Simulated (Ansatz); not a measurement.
Start from SrO in the rock salt structure (space group Fm-3m, No. 225; a = 5.122 Å).

Level of theory: Ansatz (an electronic-structure program), PBEsol, PAW, cutoff 420 eV, without spin-orbit coupling.

For the base:

| Quantity | Value |
|---|---|
| Valley order | X along ⟨100⟩ 3.20 eV; Γ 3.93 eV |

One thing is altered: electron doping at 3.0×10^21 cm⁻³ (0.101 per cell), with a uniform compensating background at fixed cell and a 300 K Fermi–Dirac width.

Q: What does the calculation give for the Fermi level from band edge and valley order after the change?

A: The Fermi level relative to the doped band's edge (positive inside the band; to 0.05 eV) is +0.60 eV; the valley order (the lowest conduction-band minima on the path, energy above the VBM, named in the base's zone) goes from X along ⟨100⟩ 3.20 eV; Γ 3.93 eV to X along ⟨100⟩ 3.18 eV; Γ 3.89 eV.

Charged cell with a jellium background: band edges are those of the host's band count, energies are not comparable with the neutral cell, and many-body gap narrowing is missing. The levels and masses belong to the bands next to the band gap. No phonon test of stability was made.
